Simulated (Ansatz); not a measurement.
# HgS under a change: isotropic strain +5.35 %

Start from HgS in the zinc blende structure (space group F-43m, No. 216; a = 5.992 Å).

Now apply this change: every lattice vector is stretched by 5.35 %; the atoms relax in the strained cell.

Computed with Ansatz (a program for electronic structure) PBE, scalar-relativistic without spin-orbit coupling. Settings: 10×10×10 k-points, 0.05 eV Fermi–Dirac smearing.

```tsv
quantity	base	changed	shift
volume per atom	26.89 Å³	31.44 Å³	+4.55 Å³
space group	F-43m (No. 216)	F-43m (No. 216)	–
energy relative to the base (free energy F)	0 meV/atom	+89 meV/atom	+89 meV/atom
band gap	zero	zero	–
```

Final structure:

```xyz
2
Lattice="0.0000 3.1562 3.1562 3.1562 0.0000 3.1562 3.1562 3.1562 0.0000" Properties=species:S:1:pos:R:3 pbc="T T T"
S      1.5781     1.5781     1.5781
Hg     0.0000     0.0000     0.0000
```

Cost of the whole job for the changed cell (relaxation, final SCF and bands): about 15 core-seconds (a rough figure).

With Hg present, leaving out spin-orbit coupling can change the band edges. Stability against distortions was not tested. All final runs are without spin polarisation. A zero or small gap of HgS can be the functional's error rather than a property of the material.
